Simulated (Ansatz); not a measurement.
Data:

```
CELL_PARAMETERS angstrom
      1.25001     0.72169     3.18721
     -1.25001     0.72169     3.18721
      0.00000    -1.44339     3.18721
ATOMIC_POSITIONS crystal
  B  0.99977 0.99977 0.99977
  N  0.33266 0.33266 0.33266
```

These are PBEsol+D3BJ, rigid bands (plane waves, PAW, scalar-relativistic; Ansatz, a program for electronic structure) values and carry that method's errors. How the cell was made: cell and atoms relaxed with PBEsol+d3bj.

Predict the hole conductivity mass (n e² τ/σ) at 300 K, by direction if it differs.

0.67 (x), 0.67 (y), 3.3 (z) mₑ.

Predict the electron conductivity mass (n e² τ/σ) at 300 K, by direction if it differs.

0.43 (x), 0.43 (y), 0.77 (z) mₑ.

And the band gap?

3.97 eV at this level; semilocal functionals usually fall short of the measured gap.

Rigid bands, one relaxation time for all states, no polarons. Spin-orbit coupling is left out. Geometry: cell and atoms relaxed with PBEsol+D3(BJ).

Computed structure, not matched to a measured one here, so possibly hypothetical: BN (R3m).
